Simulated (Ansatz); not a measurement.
# SiC: response to strain

Start from SiC in the zinc blende structure (space group F-43m, No. 216).

```
CELL_PARAMETERS angstrom
      0.00000     2.16449     2.16449
      2.16449     0.00000     2.16449
      2.16449     2.16449     0.00000
ATOMIC_POSITIONS crystal
  Si 0.00000 0.00000 0.00000
  C  0.25000 0.25000 0.25000
```

Strains are applied to the cell and any free atomic positions relax.

Computed with Kohn–Sham DFT with the LDA functional, run in Ansatz (a quantum-chemistry and plane-wave program) with PAW and 420 eV plane waves, no spin-orbit coupling.

| isotropic strain (%) | pressure (GPa) |
|---|---|
| -3 | 25.0 |
| -2.5 | 20.2 |
| -2 | 15.6 |
| -1.5 | 11.4 |
| 0 | 0.0 |
| 0.5 | -3.3 |
| 1 | -6.5 |
| 2.5 | ? |
| 3 | -17.1 |

Task: Fit P = P₀ − Bδ + Cδ² with δ = (1 + ε)³ − 1 to the rows shown and predict the withheld row.

Result: Least squares on the printed values gives P₀ = 0.0 GPa, B = 235 GPa, C = 557 GPa (largest residual 0.2 GPa); this predicts -14.8 GPa, and the run gives -14.7 GPa, in agreement.

Stability against distortions was not tested.
